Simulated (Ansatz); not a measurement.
# Effect of isotropic strain +1.50 % on TiB2

Base system: TiB2 (space group P6/mmm, No. 191; a = 3.032 Å, c = 3.224 Å; relaxed with 0.1 eV smearing).

One thing is altered: an isotropic linear strain of +1.50 %; the atoms relax in the strained cell.

Calculations: Kohn–Sham DFT with the PBE functional, run in Ansatz (a program for electronic structure) with PAW and 420 eV plane waves, no spin-orbit coupling. Settings: 22×22×18 k-points, 0.1 eV Fermi–Dirac smearing.

```tsv
quantity	base	changed	shift
volume per atom	8.56 Å³	8.95 Å³	+0.39 Å³
space group	P6/mmm (No. 191)	P6/mmm (No. 191)	–
shortest interatomic distance	1.751 Å	1.777 Å	+0.026 Å
energy relative to the base (free energy F)	0 meV/atom	+13 meV/atom	+13 meV/atom
pressure (mean of the normal stresses, compression positive)	0.0 GPa	-10.4 GPa	-10.4 GPa
band gap	zero	zero	–
```

No phonon test of stability was made. The final runs are not spin-polarised.
